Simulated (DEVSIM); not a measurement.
System: illuminated Si n-on-p cell, one wavelength, at 300 K.

| layer (left to right) | material | thickness (μm) | Nd (cm⁻³) | Na (cm⁻³) | τn (s) | τp (s) | absorption coefficient (cm⁻¹) |
|---|---|---|---|---|---|---|---|
| 1 | Si | 0.420 | 2.1e18 | - | 4.2e-8 | 1.3e-8 | 87000 |
| 2 | Si | 39.0 | - | 8.1e16 | 1.3e-7 | 1.3e-7 | 87000 |

Left contact: ohmic, minority hole recombination velocity 9e6 cm/s. Right contact: ohmic, minority electron recombination velocity 20000 cm/s. Voltage is applied to the left contact. Recombination: SRH at mid-gap, radiative, Auger. Light enters at the left, 1.8e17 photons cm⁻² s⁻¹, one pass, no reflection. Mobility is μmin + (μ − μmin)/(1 + (N/Nref)^α).

Constants are typed, rounded textbook-type inputs, not results; the design itself was drawn at random and stands for no fabricated device. Values at 300 K.

```csv
parameter,Si
gap (eV),1.124
affinity (eV),4.05
permittivity,11.7
Nc (cm⁻³),2.86e19
Nv (cm⁻³),3.1e19
μn (cm²/Vs),1417
μp (cm²/Vs),470
"μn,min",52
"μp,min",45
"Nref,n",9.7e16
"Nref,p",2.2e17
αn,0.68
αp,0.72
B (cm³/s),4.7e-15
Cn (cm⁶/s),2.8e-31
Cp (cm⁶/s),9.9e-32
```

DEVSIM, 1D drift-diffusion, Boltzmann statistics, complete ionisation; no tunnelling, impact ionisation, image-force lowering or self-heating.

The photon flux was swept, all else fixed.

```tsv
photon flux (cm^-2 s^-1)	open-circuit voltage (V)	largest power (mW/cm²)	short-circuit current (mA/cm²)	fill factor
5.4e15	…	0.0819	…	…
1.8e16	0.492	0.303	0.789	0.78
5.4e16	0.523	0.981	2.37	0.79
1.8e17	0.555	3.54	7.89	0.81
5.4e17	0.584	11.3	23.7	0.82
1.8e18	0.615	40.1	78.9	0.83
5.4e18	0.644	127	237	0.83
```

Problem. Some entries are withheld; supply them.

Solution. 
- 5.4e15, open-circuit voltage (V): 0.458
- 5.4e15, short-circuit current (mA/cm²): 0.237
- 5.4e15, fill factor: 0.76
